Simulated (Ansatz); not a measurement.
Electron-phonon data for NiTe (P6_3/mmc)

Given:

```xyz
4
Lattice="3.9729 0.0000 0.0000 -1.9864 3.4406 0.0000 0.0000 0.0000 5.1740" Properties=species:S:1:pos:R:3 pbc="T T T"
Ni     0.0000     0.0000     0.0000
Ni     0.0000     0.0000     2.5870
Te     0.0000     2.2937     1.2935
Te     1.9864     1.1469     3.8805
```

These are PBEsol, DFPT electron-phonon coupling, linearised Boltzmann equation (plane waves, PAW, scalar-relativistic; Ansatz, a first-principles code) values and carry that method's errors. Cell: relaxed with this functional, without spin-orbit coupling.

- resistivity at 300 K: 19.2 (x), 19.2 (y), 14.4 (z) μΩ·cm
- resistivity at 77 K: 3.4 (x), 3.4 (y), 2.5 (z) μΩ·cm
- Drude plasma energy: 5.4 (x), 5.4 (y), 6.4 (z) eV

A metal at this level (no band gap). Only scattering by harmonic phonons is included (no impurities, grain boundaries, electron-electron scattering or thermal expansion). Spin-orbit coupling is left out. The run warned that the eigensolver left some states short of its tolerance. Halving the electron mesh (24x24x16) moves the resistivity by up to 8 % at 300 K. Smearing 0.20 eV; phonons on a 4x4x3 q mesh, which this run doesn't test and which matters most at low temperature.

Computed structure with no diffraction record at hand here (it may be known, metastable or hypothetical): NiTe (P6_3/mmc). Treated as nonmagnetic (a ferromagnetic start lost its moment, other orders weren't tried): NiTe (P6_3/mmc).
